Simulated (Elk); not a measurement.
Input and output of a self-consistent single point for Mg₃Zn (Pm-3m, 4 atoms in the cell) (Elk).

Method of the run: PBEsol, all-electron FP-LAPW, Elk's shipped species files, APW+lo basis with extra local orbitals (Elk).

```
Mg3Zn
1.0
    4.27552     0.00000     0.00000
    0.00000     4.27552     0.00000
    0.00000     0.00000     4.27552
Mg Zn
3 1
Direct
  0.50000   0.50000   0.00000
  0.00000   0.50000   0.50000
  0.50000   0.00000   0.50000
  0.00000   0.00000   0.00000
```

Reference input (self-consistent single point, DFT, LDA (PW92), all-electron FP-LAPW, Elk's shipped species files, APW+lo basis with extra local orbitals): xctype = 3; rgkmax = 8; stype = 3; swidth = 0.00183747 Ha; ngridk = 6 6 6; gmaxvr = 14 1/bohr; nxlo = 2; lorbcnd = true; lmaxi = 2. This run's input differs from it in these lines:

```diff
@@ -4,3 +4,3 @@
 xctype
-  3
+  22
```

Output (repeated stretches shortened):

```
│ Self-consistent loop started │
│ Loop number : 1 │
 total energy                :     -2390.22538009
│ Loop number : 2 │
 total energy                :     -2390.45448636
RMS change in Kohn-Sham potential (target) :   0.7121484703     (  0.1000000000E-05)
Absolute change in total energy (target)   :   0.2291062654     (  0.1000000000E-03)
│ Loop number : 3 │
 total energy                :     -2389.70552961
RMS change in Kohn-Sham potential (target) :   0.6675587087     (  0.1000000000E-05)
Absolute change in total energy (target)   :   0.6916801740     (  0.1000000000E-03)
│ Loop number : 4 │
   [... lines left out ...]
Absolute change in total energy (target)   :   0.2406649990E-02 (  0.1000000000E-03)
│ Loop number : 12 │
 total energy                :     -2394.52291440
RMS change in Kohn-Sham potential (target) :   0.2181774184E-05 (  0.1000000000E-05)
Absolute change in total energy (target)   :   0.4179316011E-03 (  0.1000000000E-03)
│ Loop number : 13 │
 total energy                :     -2394.52282960
RMS change in Kohn-Sham potential (target) :   0.5781373767E-06 (  0.1000000000E-05)
Absolute change in total energy (target)   :   0.1968149945E-04 (  0.1000000000E-03)
Convergence targets achieved

│ Loop number : 14 │

Energies :
 Fermi                       :     0.157229595935
 total energy                :     -2394.52282419

Density of states at Fermi energy :    65.25327391
 (states/Hartree/unit cell)

Estimated indirect band gap :   0.2920244048E-02
 from k-point      2 to k-point      7
Estimated direct band gap   :   0.1518237223E-01
 at k-point      7

Charges :
 core                        :    18.00000000
 valence                     :    48.00000000
 interstitial                :    5.619529453
 muffin-tins (core leakage)
  species :    1 (Mg)
   atom    1                 :    10.50222035     ( -0.4440892099E-15)
   atom    2                 :    10.50222035     ( -0.4440892099E-15)
   atom    3                 :    10.50222035     ( -0.4440892099E-15)
  species :    2 (Zn)
   atom    1                 :    28.87380950     (  0.8214978990E-04)
 total in muffin-tins        :    60.38047055
 total calculated charge     :    65.97393754
 total charge                :    66.00000000
 error                       :   0.2606246138E-01

│ Self-consistent loop stopped │
```

The run converged in 14 iterations. The count includes the last loop, which Elk runs after its targets are met. 

The starting cell comes from a database of computed structures (which also holds hypothetical and non-ambient phases and stackings), without a prior relaxation at this level. Values depend on the basis (sphere radii, cutoffs, local orbitals), which need not be converged. The log's line on a gap gives a spacing of levels on this mesh, which the program prints for metals too.
